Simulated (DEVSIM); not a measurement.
Schottky contact on n-type GaN

Structure: Schottky contact on n-type GaN, at 300 K.

```csv
layer (left to right),material,thickness (μm),Nd (cm⁻³),τn (s),τp (s)
1,GaN,10.0,1.7e17,3.3e-8,3.3e-8
```

Left contact: Schottky, work function 5.23 eV, emission velocity 6.6e6 cm/s. Right contact: ohmic. Voltage is applied to the left contact. Recombination: SRH at mid-gap, radiative. Mobility is μmin + (μ − μmin)/(1 + (N/Nref)^α).

The device is made up for the run: typed textbook-type constants, with dimensions and the other settings drawn at random. Values at 300 K.

```
parameter         GaN
-------------  ------
gap (eV)         3.43
affinity (eV)     4.1
permittivity      9.5
Nc (cm⁻³)      2.3e18
Nv (cm⁻³)      4.6e19
μn (cm²/Vs)      1200
μp (cm²/Vs)       100
μn,min             55
μp,min              3
Nref,n           2e17
Nref,p           3e17
αn                  1
αp                  2
B (cm³/s)       1e-11
```

Model (solved in DEVSIM): 1D drift-diffusion, Boltzmann statistics, complete ionisation; no tunnelling, impact ionisation, image-force lowering or self-heating. Metal contacts follow the ideal Schottky-Mott rule: no Fermi-level pinning, no interface dipoles.

| Quantity | Result |
|---|---|
| Potential step across the device at zero bias | 1.063 V |
| Largest field in the device at zero bias | 260000 V/cm |
| Dark forward voltage at 1 A/cm² | 0.752 V |
| Dark forward voltage at 100 A/cm² | 0.879 V |

Dark reverse current:

| V (V) | J (A/cm²) |
|---|---|
| -0.40 | -2.4e-13 |
| -1.00 | -2.5e-13 |
| -2.00 | -2.5e-13 |
| -3.00 | -2.5e-13 |
| -4.00 | -2.5e-13 |
| -6.00 | -2.5e-13 |
| -8.00 | -2.5e-13 |
| -10.00 | -2.5e-13 |
| -13.00 | -2.5e-13 |
| -16.00 | -2.5e-13 |
| -20.00 | -2.5e-13 |

Dark forward current:

(V (V), J (A/cm²)): (0.05, 1.4e-12); (0.15, 8.0e-11); (0.20, 5.5e-10); (0.30, 2.6e-8); (0.35, 1.8e-7); (0.45, 8.7e-6); (0.55, 0.00042); (0.60, 0.0029); (0.70, 0.14); (0.80, 6.3); (0.85, 40); (0.95, 590); (1.00, 1200); (1.10, 2600)
